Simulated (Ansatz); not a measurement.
Base system: MoSe$_{2}$ in the 2H-MoS2 type structure (space group P6_3/mmc, No. 194; a = 3.228 Å, c = 12.346 Å; layered, stacked along the Cartesian z axis). Axes: x lies along a and z along c of the hexagonal cell.

The values are results of PBEsol-D3(BJ) (Ansatz, a first-principles code; PAW; 420 eV plane waves; no spin-orbit coupling), earlier PAW set, not measurements.

Strains are applied to the cell and any free atomic positions relax.

One change was made to it. Results:

```csv
quantity,base,after
largest internal atomic displacement,–,0.034 Å
hole mass,"2.1 mₑ along c, 0.63 mₑ across (at Γ)","1.9 mₑ along c, 0.64 mₑ across (at Γ)"
band gap,0.54 eV,0.62 eV
```

### Question
Name the change that was made.
A. uniaxial strain ε_zz = +4.87 %
B. isotropic strain +1.34 %
C. isotropic strain +3.28 %

### Answer
B, isotropic strain +1.34 %. For comparison, the band gap in the other runs: uniaxial strain ε_zz = +4.87 % gives 0.83 eV; isotropic strain +3.28 % gives 0.72 eV.

Masses are band curvatures over ±0.01 Å⁻¹ around the edge. Whether these cells are dynamically stable was not tested.
